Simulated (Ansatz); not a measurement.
Start from MgSe in the rock salt structure (space group Fm-3m, No. 225).

```
CELL_PARAMETERS angstrom
      0.00000     2.72478     2.72478
      2.72478     0.00000     2.72478
      2.72478     2.72478     0.00000
ATOMIC_POSITIONS crystal
  Mg 0.00000 0.00000 0.00000
  Se 0.50000 0.50000 0.50000
```

Cartesian axes are those of the cell as printed.

Level of theory: Ansatz (a first-principles code), PBEsol, PAW, cutoff 420 eV, scalar-relativistic without spin-orbit coupling.

Strains are applied to the cell and any free atomic positions relax; under biaxial strain the out-of-plane vector relaxes too.

One change was made to it. Results:

The energy grows by 4.6 meV/atom; the valence-band top at Γ (three highest levels, from the VBM) goes from 0.00, 0.00, 0.00 eV to 0.00, -0.24, -0.24 eV.

### Question
Which of these changes matches the shifts?
(A) biaxial strain +2.50 %, plane normal [111], relaxed out of plane
(B) biaxial strain −0.42 %, plane normal [111], relaxed out of plane
(C) biaxial strain +1.67 %, plane normal [111], relaxed out of plane
(D) biaxial strain −2.08 %, plane normal [111], relaxed out of plane

### Answer
C, biaxial strain +1.67 %, plane normal [111], relaxed out of plane. For comparison, the energy relative to the base in the other runs: biaxial strain +2.50 %, plane normal [111], relaxed out of plane gives +10 meV/atom; biaxial strain −2.08 %, plane normal [111], relaxed out of plane gives +7.8 meV/atom; biaxial strain −0.42 %, plane normal [111], relaxed out of plane gives +0.3 meV/atom.

The levels and masses belong to the bands next to the band gap. Whether these cells are dynamically stable was not tested.
